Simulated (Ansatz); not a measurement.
Band structure of K2S (Fm-3m, 3 atoms in the cell).

```xyz
3
Lattice="0.0000 3.6765 3.6765 3.6765 0.0000 3.6765 3.6765 3.6765 0.0000" Properties=species:S:1:pos:R:3 pbc="T T T"
K      5.5148     5.5148     5.5148
K      1.8383     1.8383     1.8383
S      0.0000     0.0000     0.0000
```

Method of the run: PBE (plane waves, PAW; Ansatz, a quantum-chemistry and plane-wave program).

Settings: kpoints.mp_grid.grid = 4 4 4; hamiltonian.xc = pbe; hamiltonian.pseudopotentials = {kind: paw} (the program's default PAW files); scf.occupations.method = fermi_dirac; scf.occupations.width = 0.01 eV; kpoints.band_path.npoints = 8.

The starting cell comes from a database of computed structures (which also holds hypothetical and non-ambient phases and stackings), without a prior relaxation at this level. Its lattice was rescaled by a random factor within 2.5 % of one.

Question: Predict the gap along the standard path and the places of the band edges.

Answer: The gap along the path is 2.44 eV, from X to Γ; the smallest direct gap on it is 2.65 eV.

Levels in eV from the top of the valence band on the path, bands 9 to 15:
```tsv
point	9	10	11	12	13	14	15
Γ	-9.63	-0.22	-0.22	-0.22	2.44	5.47	5.47
X	-9.37	-0.77	0.00	0.00	3.52	5.33	6.64
W	-9.36	-0.39	-0.39	-0.01	3.73	5.81	5.81
K	-9.37	-0.57	-0.21	-0.02	3.74	5.50	6.38
L	-9.41	-0.63	-0.08	-0.08	4.76	5.11	5.84
U	-9.37	-0.57	-0.21	-0.02	3.74	5.50	6.38
```

Keys are those of Ansatz 0.2.
